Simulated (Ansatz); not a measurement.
The reference is AlN in the zinc blende structure (space group F-43m, No. 216).

Levels (all Ansatz, a program for electronic structure, PAW, earlier PAW set): PBEsol (420 eV, scalar-relativistic without spin-orbit coupling); r2SCAN (500 eV, spin-orbit coupling left out); HSE06 (420 eV, no spin-orbit coupling); PBEsol+SOC (420 eV, with spin-orbit coupling); HSE06+SOC (420 eV, spin-orbit coupling included).

Levels that relaxed their own cell: PBEsol.

Measured: band gap 5.34 eV (temperature not stated; as listed in Daiki Deguchi et al., Japanese Journal of Applied Physics (2016)).

What do the calculations give for these quantities, and how do they miss?


| level | band gap |
|---|---|
| PBEsol | 3.19 eV |
| r2SCAN | 3.93 eV |
| HSE06 | 4.55 eV |
| PBEsol+SOC | 3.19 eV |
| HSE06+SOC | 4.54 eV |

Computed minus measured — band gap: PBEsol -2.15 eV, r2SCAN -1.41 eV, HSE06 -0.79 eV, PBEsol+SOC -2.15 eV, HSE06+SOC -0.80 eV (closest: HSE06 and HSE06+SOC). Measured values not marked as corrected hold thermal and zero-point effects that the static-lattice runs lack. A measured gap can be an optical one, lowered by exciton binding.

Single points use the geometry relaxed with PBEsol. The hybrid gap comes from the SCF mesh plus the semilocal run's edge points and a few special points and is an upper bound. Differences between runs with and without spin-orbit coupling are approximate. Whether these cells are dynamically stable was not tested. This is not the structure that AlN has at room temperature and ambient pressure.
